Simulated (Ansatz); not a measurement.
Cells marked so need not be the phases stable at ambient conditions, and some may be hypothetical.

 Where the default PAW files enter, the runs use the earlier of Ansatz's two default sets.

The gap is the functional's own, uncorrected, and κ follows it; spin-orbit coupling is left out. Mid-gap values are interpolated between the computed energies.

A. LaVO4 (I4_1/amd, not sure to be the ambient phase, 12 atoms a cell, 15.2 Å³ an atom), along the normal of (110)
B. K₂MgCl₄ (I4/mmm, not sure to be the ambient phase, 7 atoms a cell, 27.1 Å³ an atom), along the normal of (001)
C. LiF (Fm-3m, rock salt, 2 atoms a cell, 8.5 Å³ an atom, -5 GPa at this level), along the normal of (001)

Q: Rank these by mid-gap decay constant of the slowest evanescent state (highest first), as r2SCAN run with Ansatz (a program for electronic structure) gives it.

A: C (0.76 1/Å), A (0.52 1/Å), B (0.43 1/Å)
